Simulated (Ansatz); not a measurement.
```xyz
12
Lattice="15.5000 0.0000 0.0000 0.0000 16.0000 0.0000 0.0000 0.0000 6.3524" Properties=species:S:1:pos:R:3 pbc="T T T"
Ga     6.1398     7.0703     0.0301
As     5.4893     6.6948     2.3584
Ga     6.1398     8.9297     3.2064
As     5.4893     9.3052     5.5346
Ga     7.7500     6.1408     3.2064
As     7.7500     5.3895     5.5346
Ga     7.7500     9.8592     0.0301
As     7.7500    10.6105     2.3584
Ga     9.3602     7.0703     0.0301
As    10.0107     6.6948     2.3584
Ga     9.3602     8.9297     3.2064
As    10.0107     9.3052     5.5346
```

The numbers are results of PBE (plane waves to 420 eV, PAW; Ansatz, a program for electronic structure), not measurements. Mesh 1×1×6. No spin polarisation, so a magnetic state wasn't tested. Isolated but for its images some 11 Å away. An idealised model, cut from the bulk lattice. It keeps the symmetry and period of its start, so it need not be a minimum against all distortions. Values not marked SOC lack spin–orbit coupling.

Tabulate the two highest filled and two lowest empty levels along the axis, from the valence top.


| k (2π/c) | v2 (eV) | v1 (eV) | c1 (eV) | c2 (eV) |
|---|---|---|---|---|
| 0.000 | -0.25 | -0.03 | 0.89 | 1.60 |
| 0.042 | -0.27 | -0.05 | 0.88 | 1.63 |
| 0.083 | -0.26 | -0.08 | 0.84 | 1.70 |
| 0.125 | -0.22 | -0.14 | 0.79 | 1.78 |
| 0.167 | -0.16 | -0.16 | 0.74 | 1.87 |
| 0.208 | -0.10 | -0.10 | 0.69 | 1.92 |
| 0.250 | -0.04 | -0.04 | 0.66 | 1.91 |
| 0.292 | -0.01 | -0.01 | 0.64 | 1.83 |
| 0.333 | 0.00 | 0.00 | 0.66 | 1.71 |
| 0.375 | -0.03 | -0.03 | 0.70 | 1.55 |
| 0.417 | -0.10 | -0.10 | 0.78 | 1.37 |
| 0.458 | -0.20 | -0.20 | 0.89 | 1.20 |
| 0.500 | -0.32 | -0.32 | 1.03 | 1.03 |
